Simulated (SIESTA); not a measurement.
Band structure of NaSn2Pd3 (P6mm, 6 atoms in the cell).

```
NaSn2Pd3
1.0
    5.88826     0.00000     0.00000
   -2.94413     5.09939     0.00000
    0.00000     0.00000     4.34897
Na Sn Pd
1 2 3
Direct
  0.00000   0.00000   0.19263
  0.66667   0.33333   0.49615
  0.33333   0.66667   0.49615
  0.00000   0.50000   0.99502
  0.50000   0.00000   0.99502
  0.50000   0.50000   0.99502
```

Method of the run: GGA PBEsol, numerical atomic orbitals DZP, PseudoDojo PBEsol standard norm-conserving potentials (rewritten from UPF to PSML) run with SIESTA.

Settings: XC.functional = GGA; XC.authors = PBEsol; potentials = PseudoDojo PBEsol standard; PAO.BasisSize = DZP; PAO.EnergyShift = 0.005 Ry; MeshCutoff = 400 Ry; kgrid.MonkhorstPack = 5 5 5; OccupationFunction = MP; OccupationMPOrder = 0; ElectronicTemperature = 580.23 K; MaxSCFIterations = 150; SCF.Mixer.Method = Broyden; SCF.Mixer.Weight = 0.1; SCF.Mixer.History = 8.

The starting cell comes from a database of computed structures (which also holds hypothetical and non-ambient phases and stackings), without a prior relaxation at this level. Its lattice was rescaled by a random factor within 2.5 % of one. Spin polarisation is off. Values carry the incompleteness of an atom-centred basis.

Levels in eV from the Fermi level, bands 43 to 48:
```csv
point,43,44,45,46,47,48
Γ,-0.91,-0.75,-0.19,-0.19,0.77,0.77
M,-1.74,-1.58,0.00,1.28,2.37,3.11
K,-2.18,-1.42,0.88,0.88,2.20,2.20
A,-1.65,-1.65,-1.53,-0.75,0.04,2.74
L,-2.03,-1.90,-1.72,-1.11,1.35,1.42
H,-1.88,-1.82,-1.82,-1.10,-0.02,2.65
```

Bands cross the Fermi level along this path, so the cell is metallic at this level.

Higher empty bands are left out: an atom-centred basis made for the valence describes them poorly.
